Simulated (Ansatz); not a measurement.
# Ba₃AsN (Pm-3m, No. 221, 5 atoms in the cell; start mp-1013734)

Calculation: PBE0 (plane waves, PAW; Ansatz, a quantum-chemistry and plane-wave program).

Settings: plane-wave cutoff 460 eV, 4×4×4 k mesh, Fermi–Dirac smearing 0.01 eV, scalar-relativistic PAW data made under PBE.

Cell (relaxed with PBEsol):

```yaml
crystal:
  lattice:
    - [5.34630, 0.00000, 0.00000]
    - [0.00000, 5.34630, 0.00000]
    - [0.00000, 0.00000, 5.34630]
  atoms:
    - { symbol: Ba, position: [0.00000, 0.50000, 0.50000] }
    - { symbol: Ba, position: [0.50000, 0.00000, 0.50000] }
    - { symbol: Ba, position: [0.50000, 0.50000, 0.00000] }
    - { symbol: As, position: [0.00000, 0.00000, 0.00000] }
    - { symbol: N, position: [0.50000, 0.50000, 0.50000] }
```

```yaml
band_gap: 1.24 eV (on the SCF k mesh)
```

Note: cell and atoms aren't relaxed at this level (pressure 1.6 GPa).

Spin–orbit coupling is not included.

A start named mp-… is a Materials Project structure, which need not be a measured phase.
